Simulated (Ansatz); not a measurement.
Band edges of SrTiO₃ (Pm-3m) under hydrostatic pressure

Cell and atoms are relaxed with PBEsol to each stress (compression positive); bands and masses by PBEsol, rigid bands (plane waves, PAW, scalar-relativistic; Ansatz, a quantum-chemistry and plane-wave program).

```
CELL_PARAMETERS angstrom
      3.89113     0.00000     0.00000
      0.00000     3.89113     0.00000
      0.00000     0.00000     3.89113
ATOMIC_POSITIONS crystal
  Sr 0.00000 0.00000 0.00000
  Ti 0.50000 0.50000 0.50000
  O  0.50000 0.00000 0.50000
  O  0.00000 0.50000 0.50000
  O  0.50000 0.50000 0.00000
```

| stress (GPa) | ln(V/V₀) (%) | gap (eV) | mean mₑ* |
|---|---|---|---|
| -2.00 | 1.10 | 1.834 | 0.63 |
| 0 | 0 | 1.853 | 0.62 |
| 5.00 | -2.54 | 1.897 | 0.61 |
| 15.00 | -6.93 | 1.972 | 0.58 |

 Masses are conductivity masses at 300 K in electron masses, harmonic means over x, y and z.

Q: Estimate the bulk modulus from the two loads next to zero.

A: B ≈ −Δp/Δln V = 7.00 GPa/3.64 % = 192 GPa (PBEsol), a mean over this interval.

Q: How fast does the gap move on either side of zero load?

A: Under tension, (1.834 − 1.853) eV over -2.00 GPa = 9 meV/GPa, or about -1.7 eV per unit ln V; under compression, (1.897 − 1.853) eV over 5.00 GPa = 9 meV/GPa, or about -1.7 eV per unit ln V. The two slopes part by 0 meV/GPa; gaps are resolved to about 0.01 eV, which allows 7 meV/GPa, so these rows don't tell them apart.

Masses are those of dilute carriers in rigid bands with one relaxation time, without polarons. Third decimals of gaps are kept for the arithmetic. Spin-orbit coupling is left out; it splits the top of the valence band and so changes the gap and its response. Every relaxation keeps the starting phase (space group Pm-3m under this load), so a transition, a distortion that breaks the symmetry or fracture can't show.
